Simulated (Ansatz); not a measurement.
Data:

```yaml
crystal:
  lattice:
    - [3.64855, 0.00000, 0.00000]
    - [-1.82427, 3.23743, 0.00000]
    - [0.00000, 0.00000, 6.14288]
  atoms:
    - { symbol: Zn, position: [0.33366, 0.66731, 0.00187] }
    - { symbol: Zn, position: [0.66634, 0.33269, 0.50187] }
    - { symbol: S, position: [0.33647, 0.67295, 0.37313] }
    - { symbol: S, position: [0.66353, 0.32705, 0.87313] }
```

No spin polarisation.

Computed with LDA/PAW in Ansatz (a first-principles code), without spin-orbit coupling. Settings: 10×10×6 k-points, 0.05 eV Fermi–Dirac smearing.

**Question.** Estimate the band gap.

**Answer.** 2.20 eV.

**Question.** What is the computed pressure (mean of the normal stresses, compression positive)?

**Answer.** 2.14 GPa.

**Question.** Predict the electron mass.

**Answer.** 0.15 mₑ along z, 0.19 mₑ across (at Γ).

The cells carry an imposed strain or load. Effective masses come from finite differences of ±0.01 Å⁻¹. Stability against distortions was not tested. The cell was made from ZnS in the wurtzite structure (space group P6_3mc, No. 186) by this change: uniaxial strain ε_xx = −2.40 %.
